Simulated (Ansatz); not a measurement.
SnC under load (space group F-43m), PBE with spin-orbit coupling, rigid bands (Ansatz, a program for electronic structure). Condition of this run: hydrostatic pressure of 10 GPa (compression positive) (the target of the relaxation). Band gap 1.14 eV, N_c = 1.25e18 cm⁻³ and N_v = 4.04e19 cm⁻³ at 300 K, conductivity masses of 0.139 mₑ (electrons) and 0.623 mₑ (holes). Take k_BT = 0.02585 eV.

Problem. What thermal injection velocity √(2k_BT/πm) limits a ballistic channel?

Solution. 1.44e7 cm/s for electrons and 6.82e6 cm/s for holes, a ratio of √(m_h/m_e) = 2.12, for dilute carriers.

Problem. Find the intrinsic carrier density and the intrinsic Fermi level.

Solution. n_i = √(N_c N_v) exp(−E_g/2k_BT) = 7.11e18 × exp(−22.05) = 1.9e9 cm⁻³. The level lies (k_BT/2) ln(N_v/N_c) = 45 meV from mid-gap (positive towards the conduction band). Each 0.1 eV added to the gap lowers n_i by a factor of 6.9.

Rigid bands with the computed gap; masses take one relaxation time for all states. Geometry: cell and atoms relaxed with PBEsol.

Computed structure with no diffraction record at hand here (it may be known, metastable or hypothetical): SnC under load (space group F-43m).
